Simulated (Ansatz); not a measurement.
Partial pair distribution functions of a relaxed model of amorphous Ge-Sb-Te (Ge₂₅Sb₁₀Te₁₅), broadened by 0.06 Å; density 6.38 g/cm³. Method: PBE-D3(BJ), scalar-relativistic without spin-orbit coupling, PAW (Ansatz default set, large-core Te) (plane waves to 420 eV; Ansatz, a quantum-chemistry and plane-wave program).

It comes from a melt-quench run on a machine-learned potential (CHGNet), relaxed afterwards by DFT. The hot cell started wider than the set density and was brought back towards it in steps. It is the lowest in DFT energy of 3 quenches. It is a model cell: composition and starting density were chosen by hand, and all elements were melted together. The geometry includes D3(BJ) dispersion. Its density started from a set value of 5.88 and ended at 6.38 g/cm³. Cooling (nominally 110 K/ps over its main leg) ran many orders faster than in experiment, which tends to leave more defects and strain. Values belong to this one cell and scatter from quench to quench. Volume and shape were free in the relaxation. Stress components on the final sampling reach 1.2 GPa. On a 2×2×2 Γ-centred mesh force components of up to 0.51 eV/Å stay, since the relaxation ran on one k-point at (1/4, 1/4, 1/4).

```
r (Å)  g Ge-Ge  g Ge-Te  g Sb-Sb  g Te-Te
-----  -------  -------  -------  -------
2.30      0.00     0.00     0.00     0.00
2.40      0.25     0.00     0.00     0.00
2.50      2.45     0.03     0.00     0.00
2.60      5.32     0.61     0.00     0.00
2.70      3.49     2.97     0.00     0.00
2.80      0.48     4.23     0.03     0.00
2.90      0.07     2.32     1.18     0.00
3.00      0.68     1.04     3.81     0.00
3.10      0.72     1.18     3.21     0.01
3.20      0.29     0.84     1.93     0.44
3.30      0.50     0.94     0.68     1.05
3.40      0.68     1.30     0.63     0.51
3.50      0.62     1.26     0.97     2.02
3.60      0.58     1.04     0.10     1.68
3.70      0.91     1.37     0.00     2.01
3.80      0.99     1.58     0.00     1.87
3.90      0.97     1.32     0.11     2.14
4.00      1.10     1.19     0.85     2.49
4.10      1.48     0.58     1.30     1.55
4.20      1.46     0.85     1.69     1.09
4.30      1.75     1.31     0.75     0.91
4.40      1.49     1.06     0.06     1.28
4.50      1.13     0.51     0.06     0.95
4.60      1.19     0.92     0.64     0.83
4.70      1.10     1.12     1.19     0.64
4.80      0.73     1.41     1.68     0.55
4.90      0.58     0.88     0.92     0.43
5.00      0.37     0.70     0.59     0.37
5.10      0.58     0.51     0.75     0.34
5.20      0.60     0.50     0.25     0.31
5.30      0.56     0.63     0.03     0.80
5.40      0.66     0.84     0.59     1.28
```

Within 2.85 Å each Ge has 2.00 Ge neighbours on average.
